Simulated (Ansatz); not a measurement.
Consider YN in the rock salt structure (space group Fm-3m, No. 225; a = 4.856 Å).

Now apply this change: full substitution Y → Al, then cell and atoms are relaxed.

Levels (all Ansatz, a first-principles code, PAW, earlier PAW set): PBEsol (420 eV, no spin-orbit coupling); r2SCAN (500 eV, scalar-relativistic without spin-orbit coupling); HSE06 (420 eV, no spin-orbit coupling); PBEsol+SOC (420 eV, spin-orbit coupling included); HSE06+SOC (420 eV, spin-orbit coupling included).

One geometry, relaxed with PBEsol, under each level:

Notes on the quantities. hole mass: degenerate bands, along [100].

The valence-band top lists the three highest levels at Γ (Kramers pairs under SOC), from the VBM.

```json
[
 {"level": "PBEsol", "band gap": "4.55 eV", "lowest conduction level above the VBM at special points": "X 4.55 eV; Γ 5.64 eV; U 5.77 eV; K 5.77 eV", "valence-band top at Γ": "0.00, 0.00, 0.00 eV", "electron mass": "0.58 mₑ along k, 0.33 mₑ across (at X)", "hole mass": "0.33, 0.91, 0.91 mₑ (at Γ)", "pressure": "0.00 GPa"},
 {"level": "r2SCAN", "band gap": "5.47 eV", "lowest conduction level above the VBM at special points": "X 5.47 eV; Γ 6.45 eV; U 6.70 eV; K 6.70 eV", "valence-band top at Γ": "–", "electron mass": "0.57 mₑ along k, 0.34 mₑ across (at X)", "hole mass": "0.33, 0.90, 0.90 mₑ (at Γ)", "pressure": "-1.61 GPa"},
 {"level": "HSE06", "band gap": "6.03 eV", "lowest conduction level above the VBM at special points": "X 6.03 eV; Γ 7.19 eV; U 7.27 eV", "valence-band top at Γ": "–", "electron mass": "–", "hole mass": "–", "pressure": "–"},
 {"level": "PBEsol+SOC", "band gap": "4.54 eV", "lowest conduction level above the VBM at special points": "X 4.54 eV; Γ 5.63 eV; U 5.76 eV; K 5.76 eV", "valence-band top at Γ": "0.00, 0.00, -0.02 eV", "electron mass": "0.58 mₑ along k, 0.33 mₑ across (at X)", "hole mass": "0.42, 0.91 mₑ (at Γ)", "pressure": "-0.01 GPa"},
 {"level": "HSE06+SOC", "band gap": "6.02 eV", "lowest conduction level above the VBM at special points": "X 6.02 eV; Γ 7.18 eV; U 7.26 eV", "valence-band top at Γ": "0.00, 0.00, -0.03 eV", "electron mass": "–", "hole mass": "–", "pressure": "–"}
]
```

Single points use the geometry relaxed with PBEsol. Their cutoffs differ, which shifts pressures a little. HSE06 was sampled on its mesh, a few special points and the semilocal edge points, so its gap is an upper bound. The spin-orbit shifts are approximate. Masses are band curvatures over ±0.01 Å⁻¹ around the edge. Along k means along the line from Γ to the band edge. Whether these cells are dynamically stable was not tested. For AlN in this form, whether it has been made was not checked. This is not the structure that AlN has at room temperature and ambient pressure. The zero or small gap of YN can change with the level of theory.
